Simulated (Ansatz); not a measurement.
The starting structures come from a database of crystals and need not be the phases stable at ambient conditions.

 Where the default PAW files enter, the runs use the earlier of Ansatz's two default sets.

Input:

```yaml
crystal:
  lattice:
    - [5.64750, 0.00000, 0.00000]
    - [2.82375, 6.32722, 0.00000]
    - [0.00000, 2.52040, 5.05389]
  atoms:
    - { symbol: Zn, position: [0.75000, 0.50000, 0.25000] }
    - { symbol: Zn, position: [0.00000, 0.00000, 0.00000] }
    - { symbol: Sn, position: [0.25000, 0.50000, 0.75000] }
    - { symbol: Sn, position: [0.50000, 0.00000, 0.50000] }
    - { symbol: P, position: [0.87500, 0.75000, 0.35362] }
    - { symbol: P, position: [0.10362, 0.25000, 0.12500] }
    - { symbol: P, position: [0.37500, 0.75000, 0.89638] }
    - { symbol: P, position: [0.64638, 0.25000, 0.62500] }
```

Space group of this cell: I-42d, chalcopyrite. The cell is taken as given.

The numbers are results of r2SCAN (plane waves, PAW; Ansatz, a program for electronic structure), not measurements.

The current runs along the normal of the first two printed vectors; no spin-orbit coupling. Scaled by the factor s: the length along the current (ions clamped). Meshes 6×6×6 and 6×6 across the current in all rows.

| s | mean pressure (GPa) | slowest mid-gap decay constant κ (1/Å) |
|---|---|---|
| 0.97 | 2.7 | ? |
| 1.00 | 0.1 | 0.083 |
| 1.03 | -1.9 | 0.075 |

**Question.** Take the slope of the slowest mid-gap decay constant κ against ln s from the two given rows, extrapolate to s = 0.97, and say what the run there gives.

**Answer.** Slope = (0.075 − 0.083) / ln 1.03 = -0.271 1/Å. The line gives 0.083 + (-0.271) × ln 0.97 = 0.091 1/Å. The run gives 0.091 1/Å, as the line does.
